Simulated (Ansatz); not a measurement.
What pressure −2 GPa does to PbO2

Consider PbO$_{2}$ in the rutile structure (space group P4_2/mnm, No. 136; a = 5.082 Å, c = 3.444 Å).

Perturbation: hydrostatic tension (pressure −2 GPa).

The values are results of Kohn–Sham DFT with the PBE functional, run in Ansatz (a program for electronic structure) with PAW and 420 eV plane waves, spin-orbit coupling left out, not measurements. Γ-centred 9×9×14 mesh, Fermi–Dirac width 0.05 eV.

The volume per atom goes up by 0.30 Å³ (14.82 Å³ → 15.12 Å³) and the lattice parameter a rises by 0.048 Å, from 5.082 Å to 5.130 Å. The c/a ratio drops by 0.006, from 0.678 to 0.672 and the shortest interatomic distance grows by 0.007 Å (2.207 Å → 2.214 Å). The enthalpy H = E + PV relative to the base's energy amounts to -0.19 eV/atom and the band gap is still zero.

Spin-orbit coupling, missing from the scalar runs, can matter with Pb. Load acts through the strain it causes; cell and atoms are relaxed under it. Stability against distortions was not tested. All final runs are without spin polarisation. A zero or small gap of PbO2 can be the functional's error rather than a property of the material.
